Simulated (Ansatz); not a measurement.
The starting structures come from a database of crystals and need not be the phases stable at ambient conditions.

Given:

```xyz
13
Lattice="9.2578 0.0000 0.0000 4.6289 8.3998 0.0000 4.6289 -0.8503 2.5336" Properties=species:S:1:pos:R:3 pbc="T T T"
Ba     0.0000     0.0000     0.0000
Al    12.3438     5.3078     1.7813
Al     6.1719     2.2417     0.7523
Si     3.0859     2.1627     0.7258
Si    15.4297     5.3868     1.8078
O     12.3438     3.6797     1.2349
O      6.1719     3.8698     1.2987
O     11.2316     6.3490     0.8654
O      7.2841     1.2005     1.6682
O      7.2321     6.3204     0.9508
O     11.2836     1.2291     1.5829
O     13.9387     6.0830     1.6582
O      4.5769     1.4665     0.8755
```

Space group of this cell: P-3. The cell is taken as given; by PBEsol its mean pressure is -3.1 GPa.

Transport runs along the normal of the first two printed cell vectors, the (111) plane of the conventional cell.

No gap correction and no spin-orbit coupling; mid-gap values are interpolated between computed energies.

Problem. State the band gap and the smallest decay constant κ at mid-gap according to PBEsol in Ansatz (an electronic-structure program).

Solution. Gap 4.83 eV on a 12×12×12 mesh; κ = 0.421 1/Å, at the zone centre.
